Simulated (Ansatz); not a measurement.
System: O vacancy in polar orthorhombic HfO2 (neutral cell). The step: a nearby O atom hops onto the vacant site; the atom moves 2.84 Å along (0.23, 0.00, 0.50) of the unit cell; the moving atom starts with neighbours Hf at 2.04, Hf at 2.14, Hf at 2.15; O at 2.54 Å and ends with Hf at 2.05, Hf at 2.13, Hf at 2.15; O at 2.57 Å. A PBE band in Ansatz (plane-wave PAW, the Γ point alone, 96 host sites, 75 SCF runs with any check of the saddle's order, static, no finite-size correction) gives a forward barrier of 1.62 eV. The program found a first-order saddle point. The host's phase is taken as given; its stability against other phases was not computed. The charge state is imposed; whether it is stable for some Fermi level was not computed. Forms of the defect that were not tried may lie lower. The start lies 0.28 eV above the lowest site run (PBE).

Single points at the band's start and saddle point can refine it. Rough cost of one point, in units of the band's mean SCF on the same machine:

```json
[
 {"Level": "PBE, a 2×2×2 k-point mesh shifted by half a step", "Cost of one point": "about 20"},
 {"Level": "r2SCAN at 500 eV, the Γ point alone", "Cost of one point": "about 4"}
]
```

**Question.** Which of these move the barrier by more than 0.1 eV, and how far does each move it?

**Answer.** PBE, a 2×2×2 k-point mesh shifted by half a step: +0.12 eV; r2SCAN at 500 eV, the Γ point alone: +0.23 eV. Each functional is compared with PBE at the same k-points.

Ansatz is an electronic-structure program.
